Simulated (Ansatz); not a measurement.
CdGaNO (model structure, started from the AlSiCN type, P3m1, No. 156, 4 atoms in the cell) was calculated with r²SCAN in Ansatz (PAW).

Settings: plane-wave cutoff 560 eV, 18×18×10 k mesh (along the axes of the cell as run), Fermi–Dirac smearing 0.05 eV, scalar-relativistic PAW data made under PBE.

Cell (relaxed with PBEsol):

```xyz
4
Lattice="3.2811 0.0000 0.0000 -1.6406 2.8416 0.0000 0.0000 0.0000 5.6835" Properties=species:S:1:pos:R:3 pbc="T T T"
Ga     0.0000     1.8944     2.8538
Cd     1.6406     0.9472     5.5684
O      0.0000     1.8944     0.9710
N      1.6406     0.9472     3.3945
```

What does this level give for the band gap?


- band gap: 0.92 eV (on the SCF k mesh)

Note: the relaxation could raise the start's symmetry but not lower it, so the cell can be a saddle point; cell and atoms aren't relaxed at this level (largest force component 0.17 eV/Å, pressure 0.8 GPa).

Spin–orbit coupling is not included.

A model structure was made by putting elements into a prototype or built by hand; it is no filed structure, need not be a known phase, and can be a saddle point held by its symmetry.

Ansatz is a first-principles code.
